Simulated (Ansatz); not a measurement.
# A computed series for ZnS: point defects

Take an 8-atom supercell of ZnS in the zinc blende structure (space group F-43m, No. 216; a = 5.3569 Å) at its relaxed geometry as the base.

One neutral defect a cell, atoms relaxed at fixed cell.

Level of theory: Ansatz (a first-principles code) PBEsol, without spin-orbit coupling, earlier PAW set.

| change | largest displacement of a host atom from its site in the perfect cell | pressure |
|---|---|---|
| perfect supercell | – | 0.0 GPa |
| S vacancy | 0.86 Å | -3.4 GPa |
| P on a S site, symmetric start | 0.02 Å | 0.3 GPa |
| Zn on a S site (antisite), symmetric start | 0.07 Å | 3.1 GPa |
| S on a Zn site (antisite), symmetric start | 0.15 Å | 4.9 GPa |
| Zn vacancy | 0.03 Å | -2.3 GPa |

The magnetic state is the one reached from the starting moments; the real material's order can differ, and small cells can't hold many antiferromagnetic ones. In so small a cell the defect repeats every few ångströms: this is an ordered compound, not a dilute defect. The mesh was chosen for an insulator and is coarse for the gapless case. Defects with a symmetric start kept the site's symmetry and may sit on a saddle; the others started slightly shaken. Starting moments died away, wholly or in part, for S vacancy, P on a S site, Zn on a S site (antisite) and S on a Zn site (antisite); another magnetic solution may exist.
